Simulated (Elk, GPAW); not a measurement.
An Elk input for a self-consistent single point of Mg6CuBi (Amm2, 8 atoms in the cell) (DFT, LDA (PW92), all-electron FP-LAPW, Elk's shipped species files, APW+lo basis with extra local orbitals):

```
tasks
  0

rgkmax
  7.5

gmaxvr
  16.0

nxlo
  2

lorbcnd
  .true.

lmaxi
  2

stype
  0

swidth
  0.00499791

maxscl
  100

scale
  1.889726125

avec
    4.9848700000    0.0000000000    0.0000000000
    0.0000000000    3.2458050000    5.4574650000
    0.0000000000   -3.2458050000    5.4574650000

sppath
  'species/'

atoms
  3
  'Mg.in'
  6
  0.5000000000  0.8327600000  0.3360600000    0.0 0.0 0.0
  0.5000000000  0.3360600000  0.8327600000    0.0 0.0 0.0
  0.0000000000  0.6860300000  0.1442900000    0.0 0.0 0.0
  0.0000000000  0.1442900000  0.6860300000    0.0 0.0 0.0
  0.0000000000  0.6711500000  0.6711500000    0.0 0.0 0.0
  0.0000000000  0.1595400000  0.1595400000    0.0 0.0 0.0
  'Cu.in'
  1
  0.5000000000  0.8360400000  0.8360400000    0.0 0.0 0.0
  'Bi.in'
  1
  0.5000000000  0.3341200000  0.3341200000    0.0 0.0 0.0

ngridk
  4 3 3
```

Q: Give the GPAW input for the same structure, mesh, smearing and functional.

A: One input that does it (others would too):

```python
from ase import Atoms
from ase.units import GPa
from gpaw import GPAW

atoms = Atoms(['Mg', 'Mg', 'Mg', 'Mg', 'Mg', 'Mg', 'Cu', 'Bi'],
              cell=[[4.984870, 0.000000, 0.000000],
                    [0.000000, 3.245805, 5.457465],
                    [0.000000, -3.245805, 5.457465]],
              scaled_positions=[[0.500000, 0.832760, 0.336060],
                                [0.500000, 0.336060, 0.832760],
                                [0.000000, 0.686030, 0.144290],
                                [0.000000, 0.144290, 0.686030],
                                [0.000000, 0.671150, 0.671150],
                                [0.000000, 0.159540, 0.159540],
                                [0.500000, 0.836040, 0.836040],
                                [0.500000, 0.334120, 0.334120]],
              pbc=True)

calc = GPAW(mode={'name': 'pw', 'ecut': 800},
            xc='LDA',
            kpts={'size': (4, 3, 3), 'gamma': True},
            occupations={'name': 'methfessel-paxton', 'width': 0.136, 'order': 0},
            nbands=-12,
            convergence={'density': 1e-05},
            symmetry={'symmorphic': False, 'tolerance': 0.0005},
            maxiter=100)

atoms.calc = calc

energy = atoms.get_potential_energy()
print('Energy (eV):', round(energy, 6))
forces = atoms.get_forces()
print('Forces (eV/Ang):')
print(forces.round(5))
stress = atoms.get_stress()
print('Stress (GPa, Voigt):', (stress / GPa).round(4))
```

Basis, cutoffs, solver keys and any potentials are the target program's own. This input uses DFT LDA (Perdew-Wang 92), plane waves, GPAW PAW datasets LDA (gpaw-data 1.0.1). LDA parametrisations can differ slightly between programs.

The starting cell comes from a database of computed structures (which also holds hypothetical and non-ambient phases and stackings), without a prior relaxation at this level.
